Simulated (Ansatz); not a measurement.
System: antifluorite K2S. Method: PBEsol-D3(BJ) (plane waves, PAW; Ansatz, an electronic-structure program).

Run with plane-wave cutoff 520 eV, 8×8×8 k mesh, Fermi–Dirac smearing 0.01 eV, scalar-relativistic PAW data made under PBE.

Results at a series of volumes:

```tsv
V (Å³/atom)	E − E_lowest (meV/atom)
29.182	9.07
29.803	3.90
30.424	0.96
31.045	0.00
31.665	0.83
32.286	3.25
32.907	7.11
```

Task: Fit the third-order Birch–Murnaghan equation and give B0 and B′.

Result: V0 = 31.056 Å³/atom, B0 = 22.9 GPa, B′ = 4.4 (fit to the energies at full precision).

Measured, for comparison: equilibrium volume per atom 33.65 Å³/atom (temperature not stated, not corrected to a static lattice; as tabulated in Syrotyuk et al. (2015), arXiv:1510.06546). Computed (rounded) less measured: equilibrium volume per atom -7.7 %.
